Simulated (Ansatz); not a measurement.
The parent structure is ZrC in the rock salt structure (space group Fm-3m, No. 225; a = 4.6689 Å).

One thing is altered: every Zr is replaced by Hf, then cell and atoms are relaxed.

Levels (all Ansatz, a first-principles code, PAW): PBEsol (420 eV, no spin-orbit coupling); PBEsol+SOC (420 eV, with spin-orbit coupling).

The geometry is relaxed with PBEsol.

- PBEsol pressure: 0.0 GPa

### Question
Predict the pressure from PBEsol+SOC.

### Answer
The pressure goes from zero to -0.7 GPa.

Single points use the geometry relaxed with PBEsol. Differences between runs with and without spin-orbit coupling are approximate. Stability against distortions was not tested. The runs without spin-orbit coupling are not spin-polarised.
